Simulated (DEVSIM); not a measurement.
Structure: Au/HfO2/p-GaAs capacitor, at 250 K.

| layer (left to right) | material | thickness (nm) | Na (cm⁻³) |
|---|---|---|---|
| 1 | HfO2 | 2.40 | - |
| 2 | GaAs | 980 | 4.3e17 |

Metal gate on the left, work function 5.1 eV. Fixed charge at the semiconductor interface -1.4e11 cm⁻² (in units of +e); interface traps 1e12 cm⁻² eV⁻¹, uniform in energy, neutral level at 0.3 of the gap above the valence band.

The device is made up for the run: typed textbook-type constants, with dimensions and the other settings drawn at random. Values at 300 K; Nc and Nv go as T^1.5, mobilities as T to minus their exponent, the gap by Varshni's rule with the affinity fixed.

| parameter | HfO2 | GaAs |
|---|---|---|
| gap (eV) | 5.7 | 1.424 |
| affinity (eV) | 2.5 | 4.07 |
| permittivity | 22 | 12.9 |
| Nc (cm⁻³) | - | 4.7e17 |
| Nv (cm⁻³) | - | 9e18 |
| Varshni α (eV/K) | - | 0.000541 |
| Varshni β (K) | - | 204 |

DEVSIM, 1D Poisson equation in equilibrium, Boltzmann statistics, complete ionisation; no quantum confinement or tunnelling. Metal contacts follow the ideal Schottky-Mott rule: no Fermi-level pinning, no interface dipoles.

Task: Tabulate band edges, carrier densities and field at 0.6 V on the gate.

Result: Energies count from the Fermi level of the right contact; mesh points crowd at the junctions.

```json
[
 {"x (μm)": "0.000", "Ec (eV)": "2.000", "Ev (eV)": "-3.700", "n (cm⁻³)": "< 1e2", "p (cm⁻³)": "< 1e2", "field (V/cm)": "250000"},
 {"x (μm)": "0.0007200", "Ec (eV)": "2.018", "Ev (eV)": "-3.682", "n (cm⁻³)": "< 1e2", "p (cm⁻³)": "< 1e2", "field (V/cm)": "250000"},
 {"x (μm)": "0.001440", "Ec (eV)": "2.035", "Ev (eV)": "-3.665", "n (cm⁻³)": "< 1e2", "p (cm⁻³)": "< 1e2", "field (V/cm)": "250000"},
 {"x (μm)": "0.002200", "Ec (eV)": "2.054", "Ev (eV)": "-3.646", "n (cm⁻³)": "< 1e2", "p (cm⁻³)": "< 1e2", "field (V/cm)": "250000"},
 {"x (μm)": "0.003448", "Ec (eV)": "0.523", "Ev (eV)": "-0.923", "n (cm⁻³)": "1.0e7", "p (cm⁻³)": "< 1e2", "field (V/cm)": "320000"},
 {"x (μm)": "0.005301", "Ec (eV)": "0.581", "Ev (eV)": "-0.865", "n (cm⁻³)": "690000", "p (cm⁻³)": "< 1e2", "field (V/cm)": "310000"},
 {"x (μm)": "0.008708", "Ec (eV)": "0.682", "Ev (eV)": "-0.764", "n (cm⁻³)": "6300", "p (cm⁻³)": "2700", "field (V/cm)": "290000"},
 {"x (μm)": "0.01806", "Ec (eV)": "0.924", "Ev (eV)": "-0.522", "n (cm⁻³)": "< 1e2", "p (cm⁻³)": "2.1e8", "field (V/cm)": "230000"},
 {"x (μm)": "0.03322", "Ec (eV)": "1.205", "Ev (eV)": "-0.242", "n (cm⁻³)": "< 1e2", "p (cm⁻³)": "9.2e13", "field (V/cm)": "140000"},
 {"x (μm)": "0.06003", "Ec (eV)": "1.379", "Ev (eV)": "-0.067", "n (cm⁻³)": "< 1e2", "p (cm⁻³)": "3.1e17", "field (V/cm)": "12000"},
 {"x (μm)": "0.1093", "Ec (eV)": "1.387", "Ev (eV)": "-0.060", "n (cm⁻³)": "< 1e2", "p (cm⁻³)": "4.3e17", "field (V/cm)": "≈ 0"},
 {"x (μm)": "0.2446", "Ec (eV)": "1.387", "Ev (eV)": "-0.060", "n (cm⁻³)": "< 1e2", "p (cm⁻³)": "4.3e17", "field (V/cm)": "≈ 0"},
 {"x (μm)": "0.4485", "Ec (eV)": "1.387", "Ev (eV)": "-0.060", "n (cm⁻³)": "< 1e2", "p (cm⁻³)": "4.3e17", "field (V/cm)": "≈ 0"},
 {"x (μm)": "0.6878", "Ec (eV)": "1.387", "Ev (eV)": "-0.060", "n (cm⁻³)": "< 1e2", "p (cm⁻³)": "4.3e17", "field (V/cm)": "≈ 0"},
 {"x (μm)": "0.8566", "Ec (eV)": "1.387", "Ev (eV)": "-0.060", "n (cm⁻³)": "< 1e2", "p (cm⁻³)": "4.3e17", "field (V/cm)": "≈ 0"},
 {"x (μm)": "0.9145", "Ec (eV)": "1.387", "Ev (eV)": "-0.060", "n (cm⁻³)": "< 1e2", "p (cm⁻³)": "4.3e17", "field (V/cm)": "≈ 0"},
 {"x (μm)": "0.9460", "Ec (eV)": "1.387", "Ev (eV)": "-0.060", "n (cm⁻³)": "< 1e2", "p (cm⁻³)": "4.3e17", "field (V/cm)": "≈ 0"},
 {"x (μm)": "0.9631", "Ec (eV)": "1.387", "Ev (eV)": "-0.060", "n (cm⁻³)": "< 1e2", "p (cm⁻³)": "4.3e17", "field (V/cm)": "≈ 0"},
 {"x (μm)": "0.9745", "Ec (eV)": "1.387", "Ev (eV)": "-0.060", "n (cm⁻³)": "< 1e2", "p (cm⁻³)": "4.3e17", "field (V/cm)": "≈ 0"},
 {"x (μm)": "0.9788", "Ec (eV)": "1.387", "Ev (eV)": "-0.060", "n (cm⁻³)": "< 1e2", "p (cm⁻³)": "4.3e17", "field (V/cm)": "≈ 0"},
 {"x (μm)": "0.9810", "Ec (eV)": "1.387", "Ev (eV)": "-0.060", "n (cm⁻³)": "< 1e2", "p (cm⁻³)": "4.3e17", "field (V/cm)": "≈ 0"},
 {"x (μm)": "0.9824", "Ec (eV)": "1.387", "Ev (eV)": "-0.060", "n (cm⁻³)": "< 1e2", "p (cm⁻³)": "4.3e17", "field (V/cm)": "≈ 0"}
]
```
